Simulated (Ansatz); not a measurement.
For ZrC (model structure, started from the WC type, P-6m2, No. 187, 2 atoms in the cell), PBEsol (Ansatz, a first-principles code, plane waves, PAW) gives:

| Item | Value |
|---|---|
| equilibrium lattice constant a | 3.237 Å |
| lattice parameter c | 2.916 Å |

Question: What does r²SCAN+rVV10 (Ansatz, PAW) give for the same quantities?

Answer: 
- lattice constant a: 3.262 Å (goes up by 0.8 %)
- lattice parameter c: 2.931 Å (goes up by 0.5 %)

Changes are worked out from the printed values.

Unless a cell is named, each level is at its own relaxed cell (PBEsol 13.23, r²SCAN+rVV10 13.51 Å³/atom).

Ansatz's density-functional and Hartree–Fock values are scalar-relativistic unless marked +SOC, with PAW data made under PBE.

A model structure was made by putting elements into a prototype or built by hand; it is no filed structure, need not be a known phase, and can be a saddle point held by its symmetry.
